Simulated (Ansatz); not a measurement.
Ansatz (a program for electronic structure), DFT, PBE, plane waves, its soft PAW files of 3 December: W(110) slab of 4 layers, 1x1, atoms displaced, unrelaxed, 4 atoms. Basis and mesh were picked for this test and aren't claimed converged.

| Quantity | Value |
|---|---|
| cell | 3.17, 2.74, 26.71 Å; 90, 90, 54.7° |
| distance to the nearest atom | 2.66 to 2.66 Å |
| task | single point |
| k mesh | 10×10×1 |
| hamiltonian.xc | pbe |
| kind of files | paw |
| scf.occupations.method | fermi_dirac |
| scf.occupations.width | 0.05 eV |
| output.forces | true |
| binding of workers (--pin) | off |
| k-point pools (--kpoint-pools) | 1 |
| memory maximum (--max-ram) | 8GiB |
| accuracy | medium (default) |
| basis.precision | auto (default) |
| basis.xc_grid | 2 (default) |
| scf.eigensolver.kind | auto (default) |
| scf.convergence.dr2_threshold | 1e-07 (default) |
| scf.lower_state_search | light (default) |
| k-points after symmetry | 52 |
| bands at the start | 34 |
| electrons | 56 |
| plane waves at Γ | 3767 |
| cutoff (eV) | 420 |
| FFT grid | 24×20×180 |
| symmetry operations | 1 |

Settings of this run: scf.mixing.algorithm = broyden, scf.mixing.preconditioner = kerker, scf.algorithm = auto; 4 threads.

```
iteration  dr2 (eV)    Hψ
---------  --------  ----
1            1.04e1  9298
2            3.73e0  3015
3           9.52e-1  3572
4           4.61e-1  2256
5           1.38e-1  2441
6           9.27e-2  2378
7           6.71e-2  2109
8           5.66e-2  2168
9           4.63e-2  2392
10          3.39e-2  1964
11          2.88e-2  2631
12          2.08e-2  1887
13          1.59e-2  2037
14          1.33e-2  2321
15          1.10e-2  1897
16          8.30e-3  2237
17          6.89e-3  1916
18          5.35e-3  2107
19          3.33e-3  2215
20          1.41e-3  2198
21          5.98e-4  2262
22          1.60e-4  2340
23          6.47e-5  2412
24          2.44e-5  2516
25          4.19e-6  2356
26          1.22e-6  2503
27          2.01e-7  2669
28          2.57e-8  7507
```

It converged after 28 SCF iterations.

### Question
Which change of one setting makes this cycle converge in far fewer steps?

### Answer
This is not unique; one that fits is scf.mixing.preconditioner = auto (default) (9 SCF iterations), all else kept. The other changes of this size gave: scf.mixing.preconditioner = none (16); scf.mixing.q_tf = 0.5 1/Å (16); scf.mixing.q_tf = 1.5 1/Å (27); scf.mixing.algorithm = auto (default) (29). In that run the program took: scf.mixing.preconditioner LDOS, scf.eigensolver.kind band_cg, --slots 4. The change moves the result by: energy under 0.001 meV/atom, forces (largest component) 0.15 meV/Å. Counts are of single runs.

Keys are those of Ansatz 0.2.
